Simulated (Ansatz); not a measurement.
For HgO (model structure, started from the h-BN type, P6₃/mmc, No. 194, 4 atoms in the cell), PBE (Ansatz, a program for electronic structure, PAW) gives:

```
Item                   Value
-------------------  -------
lattice parameter a  3.900 Å
c axis length        5.373 Å
```

Task: What does PBE-D3(BJ) (Ansatz, plane waves, PAW) give for the same quantities?

Result: 
- lattice constant a: 3.890 Å (decreases by 0.3 %)
- lattice parameter c: 5.247 Å (decreases by 2.3 %)

Changes are worked out from the printed values.

Unless a cell is named, each level is at its own relaxed cell (PBE 17.70, PBE-D3(BJ) 17.19 Å³/atom).

Levels without +SOC leave out spin–orbit coupling, which shifts energies and cells of such heavy elements.

Ansatz's density-functional and Hartree–Fock values are scalar-relativistic unless marked +SOC, with PAW data made under PBE.

A model structure was made by putting elements into a prototype or built by hand; it is no filed structure, need not be a known phase, and can be a saddle point held by its symmetry.
